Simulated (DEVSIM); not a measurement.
Device: Al/SiO2/p-InP capacitor, at 300 K.

Layer 1 from the left is SiO2, thickness (nm) 1.10. Layer 2 from the left is InP, thickness (nm) 9700, Na (cm⁻³) 4.1e15.

Metal gate on the left, work function 4.1 eV. Fixed charge at the semiconductor interface -3.8e10 cm⁻² (in units of +e); no interface traps.

Constants are typed, rounded textbook-type inputs, not results; the design itself was drawn at random and stands for no fabricated device. Values at 300 K.

SiO2: gap (eV) 9, affinity (eV) 0.9, permittivity 3.9. InP: gap (eV) 1.344, affinity (eV) 4.38, permittivity 12.5, Nc (cm⁻³) 5.7e17, Nv (cm⁻³) 1.1e19.

Question: Estimate by hand the flat-band voltage, the threshold voltage, and compare with a numerical solution.

Answer: 
- Flat-band voltage: C = 3.14 μF/cm², work-function difference -1.420 V; VFB = φms − qNf/C = -1.42 V; numerical -1.42 V.
- Threshold voltage: φF = 0.506 V, depletion charge √(4εqNφF) = 3.84e-8 C/cm²; VT = VFB + 2φF + Qd/C = -0.39 V; numerical -0.39 V.

Simulated with DEVSIM: 1D Poisson equation in equilibrium, Boltzmann statistics, complete ionisation; no quantum confinement or tunnelling. Metal contacts follow the ideal Schottky-Mott rule: no Fermi-level pinning, no interface dipoles.
